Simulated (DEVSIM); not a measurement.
Structure: Si p+/n-/n+ power diode, at 300 K.

Layer 1 from the left is Si, thickness (μm) 2.20, Na (cm⁻³) 1.1e18, τn (s) 0.00045, τp (s) 0.00045. Layer 2 from the left is Si, thickness (μm) 9.20, Nd (cm⁻³) 6.3e14, τn (s) 0.00045, τp (s) 0.00045. Layer 3 from the left is Si, thickness (μm) 9.50, Nd (cm⁻³) 3.8e18, τn (s) 0.00045, τp (s) 0.00045.

Left contact: ohmic. Right contact: ohmic. Voltage is applied to the left contact. Recombination: SRH at mid-gap, radiative. Mobility is μmin + (μ − μmin)/(1 + (N/Nref)^α).

This is a model device: material constants are rounded textbook-type values typed into the input, and sizes, dopings and lifetimes were drawn at random. Values at 300 K.

Si: gap (eV) 1.124, affinity (eV) 4.05, permittivity 11.7, Nc (cm⁻³) 2.86e19, Nv (cm⁻³) 3.1e19, μn (cm²/Vs) 1417, μp (cm²/Vs) 470, μn,min 52, μp,min 45, Nref,n 9.7e16, Nref,p 2.2e17, αn 0.68, αp 0.72, B (cm³/s) 4.7e-15.

Simulated with DEVSIM: 1D drift-diffusion, Boltzmann statistics, complete ionisation; no tunnelling, impact ionisation, image-force lowering or self-heating.

### Question
What does the simulation give for the dark forward voltage at 1 A/cm², the dark forward voltage at 100 A/cm²?

### Answer
dark forward voltage at 1 A/cm² 0.730 V; dark forward voltage at 100 A/cm² 0.853 V.
